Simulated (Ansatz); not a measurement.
Where the default PAW files enter, the runs use the earlier of Ansatz's two default sets.

By PBEsol, the system below comes out a metal.

The ballistic (Sharvin) conductance counts the channels at the Fermi level: G/A = (e²/h) × channels of both spins per area.

```yaml
crystal:
  lattice:
    - [2.81075, 0.00000, 0.00000]
    - [0.00000, 2.81075, 0.00000]
    - [0.00000, 0.00000, 3.94443]
  atoms:
    - { symbol: Ti, position: [0.50000, 0.50000, 0.50000] }
    - { symbol: Al, position: [0.00000, 0.00000, 0.00000] }
```

Space group of this cell: P4/mmm. The cell is strained (lengths along the current scaled by 0.97, ions clamped); by PBEsol its mean pressure is 1.5 GPa.

The current flows along the normal of the first two printed cell vectors, the (001) (indices of the unstrained crystal) plane of the conventional cell. No spin-orbit coupling; the value is a mean over 0.1 eV about the Fermi level.

Q: Predict the ballistic conductance per area from PBEsol run with Ansatz (a quantum-chemistry and plane-wave program).

A: 0.76 × 10¹⁵ S/m² for both spins.
